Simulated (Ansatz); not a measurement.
The parent structure is Pt in the simple cubic structure (space group Pm-3m, No. 221; a hypothetical phase, not in the database extracts checked; relaxed with 0.1 eV smearing).

```xyz
1
Lattice="2.6254 0.0000 0.0000 0.0000 2.6254 0.0000 0.0000 0.0000 2.6254" Properties=species:S:1:pos:R:3 pbc="T T T"
Pt     0.0000     0.0000     0.0000
```

Cartesian axes are those of the cell as printed.

The values are results of plane-wave PAW DFT at the PBE level (Ansatz, a quantum-chemistry and plane-wave program, 420 eV), no spin-orbit coupling, not measurements.

Now apply this change: every lattice vector is shortened by 1.76 %; the atoms relax in the strained cell.

Q: Predict the stress tensor and what it implies for the stiffness.

A: Stress of the strained cell less that of the base (GPa, compression positive):
```
   11.4     0.0     0.0
    0.0    11.4     0.0
    0.0     0.0    11.4
```

Then B = −ΔP/(ΔV/V₀) with ΔV/V₀ = -0.0519 gives secant stiffness values (nonlinear terms included at this strain): B ≈ 219 GPa.

As a check, the harmonic strain energy −½ V₀ Δσ:ε is 34 meV/atom; the computed energy rise is 31 meV/atom.

Whether these cells are dynamically stable was not tested. The final runs are not spin-polarised.
